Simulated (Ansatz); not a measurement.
Density of states of InP (F-43m) above the conduction band minimum, PBEsol with spin-orbit coupling, rigid bands run with Ansatz (an electronic-structure program); cell volume 50.8 Å³.

```json
[
 {"energy from edge (eV)": "0.006", "10⁻³ states/eV/cell": "0.29"},
 {"energy from edge (eV)": "0.031", "10⁻³ states/eV/cell": "0.69"},
 {"energy from edge (eV)": "0.056", "10⁻³ states/eV/cell": "1.02"},
 {"energy from edge (eV)": "0.081", "10⁻³ states/eV/cell": "1.35"},
 {"energy from edge (eV)": "0.106", "10⁻³ states/eV/cell": "1.70"},
 {"energy from edge (eV)": "0.131", "10⁻³ states/eV/cell": "2.06"},
 {"energy from edge (eV)": "0.156", "10⁻³ states/eV/cell": "2.45"},
 {"energy from edge (eV)": "0.181", "10⁻³ states/eV/cell": "2.86"},
 {"energy from edge (eV)": "0.206", "10⁻³ states/eV/cell": "3.30"},
 {"energy from edge (eV)": "0.231", "10⁻³ states/eV/cell": "3.78"},
 {"energy from edge (eV)": "0.256", "10⁻³ states/eV/cell": "4.26"},
 {"energy from edge (eV)": "0.281", "10⁻³ states/eV/cell": "4.85"},
 {"energy from edge (eV)": "0.319", "10⁻³ states/eV/cell": "5.68"},
 {"energy from edge (eV)": "0.344", "10⁻³ states/eV/cell": "6.35"},
 {"energy from edge (eV)": "0.369", "10⁻³ states/eV/cell": "6.99"},
 {"energy from edge (eV)": "0.394", "10⁻³ states/eV/cell": "7.69"},
 {"energy from edge (eV)": "0.419", "10⁻³ states/eV/cell": "8.42"},
 {"energy from edge (eV)": "0.444", "10⁻³ states/eV/cell": "9.31"},
 {"energy from edge (eV)": "0.469", "10⁻³ states/eV/cell": "10.0"},
 {"energy from edge (eV)": "0.494", "10⁻³ states/eV/cell": "11.0"},
 {"energy from edge (eV)": "0.519", "10⁻³ states/eV/cell": "12.0"},
 {"energy from edge (eV)": "0.544", "10⁻³ states/eV/cell": "13.0"},
 {"energy from edge (eV)": "0.569", "10⁻³ states/eV/cell": "14.0"},
 {"energy from edge (eV)": "0.594", "10⁻³ states/eV/cell": "15.1"}
]
```

Question: What effective density of states at 300 K does this give (∫ g(E) exp(−E/k_BT) dE, both spins, divided by the cell's size)?

Answer: 3.0e17 cm⁻³, a density-of-states mass of 0.052 mₑ, valleys and band degeneracy included.

Geometry: cell and atoms relaxed with PBEsol.
